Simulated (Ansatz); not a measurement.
Consider the following.

```yaml
crystal:
  lattice:
    - [4.17472, 0.00000, 0.00000]
    - [0.00000, 4.17472, 0.00000]
    - [2.08736, 2.08736, 2.95198]
  atoms:
    - { symbol: In, position: [0.00000, 0.00000, 0.00000] }
    - { symbol: P, position: [0.75000, 0.25000, 0.50000] }
```

Space group of this cell: F-43m, zinc blende. The cell is taken as given.

The numbers are results of r2SCAN (plane waves, PAW; Ansatz, a first-principles code), not measurements.

The current runs along the normal of the first two printed vectors; no spin-orbit coupling. Scaled by the factor s: both lengths across the current (ions clamped). Meshes 10×10×10 and 8×8 across the current in all rows.

```
s     mean pressure (GPa)  band gap (eV)
----  -------------------  -------------
0.98                  3.1           1.24
1.00                  0.1           1.04
1.02                 -2.4              ?
```

Q: Take the slope of the band gap against ln s from the two given rows, extrapolate to s = 1.02, and say what the run there gives.

A: Slope = (1.24 − 1.04) / ln 0.98 = -9.90 eV. The line gives 1.04 + (-9.90) × ln 1.02 = 0.84 eV. The run gives 0.74 eV, 0.10 eV under the line, 53 % of the predicted step.
